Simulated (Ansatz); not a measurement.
We consider 1T (CdI2-type) GeI2 (model structure), described by PBEsol in Ansatz (plane waves, PAW).

Rigid layers of the crystal as relaxed at this level are moved apart or together:

```
run   k mesh  layer repeat (Å)  energy against free layers (meV/Å²)  gap on the mesh (eV)
---  -------  ----------------  -----------------------------------  --------------------
1    12×12×6              6.53                                -1.22                 1.667
2    12×12×6              6.68                                -2.20                 1.769
3    12×12×6              6.83                                -2.58                 1.829
4    12×12×6              7.03                                -2.55                 1.867
5    12×12×6              7.33                                -2.00                 1.891
6    12×12×6              7.83                                -1.03                 1.929
7    12×12×4              8.83                                -0.24                 1.990
8    12×12×4             10.83                                -0.01                 2.034
```

The lowest energy of these points lies at a layer repeat of 6.83 Å.

Spin–orbit coupling is not included.

A model structure was made by putting elements into a prototype or built by hand; it is no filed structure, need not be a known phase, and can be a saddle point held by its symmetry.

Ansatz is a program for electronic structure.
